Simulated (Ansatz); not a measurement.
A15 Nb₃Sn (cubic form, which distorts at low temperature) was calculated with LDA (Ansatz, an electronic-structure program, plane waves, PAW).

Numerical settings: plane-wave cutoff 520 eV, 10×10×10 k mesh, Fermi–Dirac smearing 0.05 eV, no spin polarisation, scalar-relativistic PAW data made under PBE.

Results at a series of volumes:

| V (Å³/atom) | E − E_lowest (meV/atom) | P (GPa) |
|---|---|---|
| 16.720 | 41.17 | 13.04 |
| 17.076 | 17.65 | 8.23 |
| 17.432 | 4.26 | 3.90 |
| 17.788 | 0.00 | 0.00 |
| 18.143 | 3.97 | -3.51 |
| 18.499 | 15.35 | -6.68 |
| 18.855 | 33.42 | -9.54 |

Q: What bulk modulus B0 and pressure derivative B′ does a third-order Birch–Murnaghan fit give?

A: V0 = 17.788 Å³/atom, B0 = 185 GPa, B′ = 4.2 (fit to the energies at full precision).

Measured, for comparison: bulk modulus 165 GPa (4 K, no zero-point or thermal correction; as tabulated in Lu and Klein (1997), arXiv:cond-mat/9704251); equilibrium volume per atom 18.49 Å³/atom (temperature not stated, no zero-point or thermal correction; as tabulated in Priinits et al. (2024), arXiv:2406.00817). Computed less measured: bulk modulus +12 %, equilibrium volume per atom -3.8 %.

Note: symmetry holds this phase in the static calculation, where it need not be a minimum.

Spin–orbit coupling is not included.

The computed numbers hold no vibrational or temperature effects.

Computing time: about 7 core-minutes (a rough figure).
